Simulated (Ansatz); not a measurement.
The starting structures come from a database of crystals and need not be the phases stable at ambient conditions.

 Where the default PAW files enter, the runs use the earlier of Ansatz's two default sets.

Consider the following.

```yaml
crystal:
  lattice:
    - [4.33858, 0.00000, 0.00000]
    - [2.16929, 5.54108, 0.00000]
    - [0.00000, 2.14818, 7.11983]
  atoms:
    - { symbol: Sr, position: [0.69834, 0.60332, 0.27620] }
    - { symbol: Sr, position: [0.30166, 0.39668, 0.72380] }
    - { symbol: H, position: [0.94395, 0.11210, 0.61897] }
    - { symbol: H, position: [0.05605, 0.88790, 0.38103] }
    - { symbol: Br, position: [0.61190, 0.77620, 0.82658] }
    - { symbol: Br, position: [0.38810, 0.22380, 0.17342] }
    - { symbol: O, position: [0.85300, 0.29400, 0.59598] }
    - { symbol: O, position: [0.14700, 0.70600, 0.40402] }
```

Space group of this cell: C2/m. The cell is taken as given; by PBEsol its mean pressure is -2.0 GPa.

Transport runs along the normal of the first two printed cell vectors.

The gap is the functional's own. No spin-orbit coupling. Mid-gap values are interpolated on the energy grid.

Task: State the band gap and the smallest decay constant κ at mid-gap according to PBEsol in Ansatz (a program for electronic structure).

Result: Gap 4.14 eV on a 8×8×4 mesh; κ = 0.337 1/Å, at the zone centre.
